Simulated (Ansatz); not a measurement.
**TiTe2 (model structure, started from the CdCl2 type, R-3m, No. 166, 3 atoms in the cell)**

Calculation: PBEsol (PAW; Ansatz, an electronic-structure program).

Run with plane-wave cutoff 500 eV, 12×12×12 k mesh, Fermi–Dirac smearing 0.05 eV, no spin polarisation, scalar-relativistic PAW data made under PBE.

Cell (relaxed at this level):

```
TiTe2
1.0
    1.83338     1.05851     6.85477
   -1.83338     1.05851     6.85477
    0.00000    -2.11701     6.85477
Ti Te
1 2
Direct
  0.00000   0.00000   0.00000
  0.24838   0.24838   0.24838
  0.75162   0.75162   0.75162
```

```json
{
 "band_gap": "zero (no gap)"
}
```

Note: the relaxation could raise the start's symmetry but not lower it, so the cell can be a saddle point; the cell has widely spaced layers and the level no dispersion term, so their spacing and the moduli can rest on weak binding.

Spin–orbit coupling is not included.

A model structure was made by putting elements into a prototype or built by hand; it is no filed structure, need not be a known phase, and can be a saddle point held by its symmetry.
